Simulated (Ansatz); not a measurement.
Start from Cu in the fcc (Cu type) structure (space group Fm-3m, No. 225; a = 3.5768 Å; relaxed with 0.1 eV smearing). Axes: x, y, z lie along the cube axes.

All numbers come from Ansatz (an electronic-structure program) r2SCAN, no spin-orbit coupling.

Strains are applied to the cell and any free atomic positions relax; under biaxial strain the out-of-plane vector relaxes too.

One change was made to it. Results:

The energy goes up by 5.8 meV/atom; the pressure (mean of the normal stresses, compression positive) goes from zero to -3.1 GPa.

Name the change that was made.
A) biaxial strain +1.67 %, plane normal [111], relaxed out of plane
B) biaxial strain +0.42 %, plane normal [111], relaxed out of plane
C) biaxial strain +1.25 %, plane normal [111], relaxed out of plane
D) biaxial strain +2.50 %, plane normal [111], relaxed out of plane
E) biaxial strain +0.83 %, plane normal [111], relaxed out of plane

A, biaxial strain +1.67 %, plane normal [111], relaxed out of plane. For comparison, the energy relative to the base in the other runs: biaxial strain +0.83 %, plane normal [111], relaxed out of plane gives +1.5 meV/atom; biaxial strain +0.42 %, plane normal [111], relaxed out of plane gives +0.4 meV/atom; biaxial strain +2.50 %, plane normal [111], relaxed out of plane gives +13 meV/atom; biaxial strain +1.25 %, plane normal [111], relaxed out of plane gives +3.3 meV/atom.

No phonon test of stability was made. All final runs are without spin polarisation.
